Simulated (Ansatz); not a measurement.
Some atoms of an NVE trajectory of composition SnGe15, cell Sn4Ge60, held well above this temperature first [in the run: it was liquid; mean temperature 1500 K (target 1490 K); density 5.06 g/cm³]; time step 3.0 fs, velocity Verlet. Calculation: PBE (plane waves, PAW; Ansatz, an electronic-structure program). On the run's last frame a denser k-mesh moved the forces by 0.093 eV/Å rms, the static pressure by 0.04 GPa and the free energy by 6 meV/atom, which is about how far such values are converged.

```csv
atom,mass (u),x y z (Å),v (Å/fs),F (eV/Å)
Ge6,72.630,3.87933 3.24271 -2.84015,0.002591 0.002041 -0.008081,-0.5282 -1.0449 0.1259
Ge14,72.630,1.37740 6.57630 3.15002,-0.000322 0.000508 0.001341,0.1398 0.2189 0.3341
Ge25,72.630,5.40716 10.69872 1.66424,0.004658 -0.001323 -0.000065,-0.3374 0.8791 0.4049
Sn64,118.710,6.21282 13.25480 8.67935,0.003408 -0.003063 0.001697,-0.0792 -0.4253 0.2642
```

### Question
Give their positions one step later.

### Answer
x' = x + vΔt + FΔt²/(2m), with 1 eV/(Å·u) = 0.0096485 Å/fs².
```
atom              x' y' z' (Å)
----  ------------------------
Ge6   3.88679 3.24821 -2.86432
Ge14   1.37652 6.57796 3.15424
Ge25  5.42094 10.69528 1.66429
Sn64  6.22302 13.24545 8.68453
```
